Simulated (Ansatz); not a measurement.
Consider the following.

```yaml
crystal:
  lattice:
    - [0.00000, 3.12113, 3.12113]
    - [3.12113, 0.00000, 3.12113]
    - [3.12113, 3.12113, 0.00000]
  atoms:
    - { symbol: Sn, position: [0.00000, 0.00000, 0.00000] }
    - { symbol: Te, position: [0.50000, 0.50000, 0.50000] }
```

No spin polarisation.

Computed with r2SCAN (Ansatz, a first-principles code; PAW; 500 eV plane waves; spin-orbit coupling left out). k-mesh 13×13×13 (Γ-centred); smearing 0.05 eV (Fermi–Dirac).

Problem. Predict the pressure and space group.

Solution. The pressure comes out as 3.04 GPa. The space group comes out as Fm-3m (No. 225).

The cells carry an imposed strain or load. Stability against distortions was not tested. The cell was made from SnTe in the rock salt structure (space group Fm-3m, No. 225) by this change: isotropic strain −2.00 %.
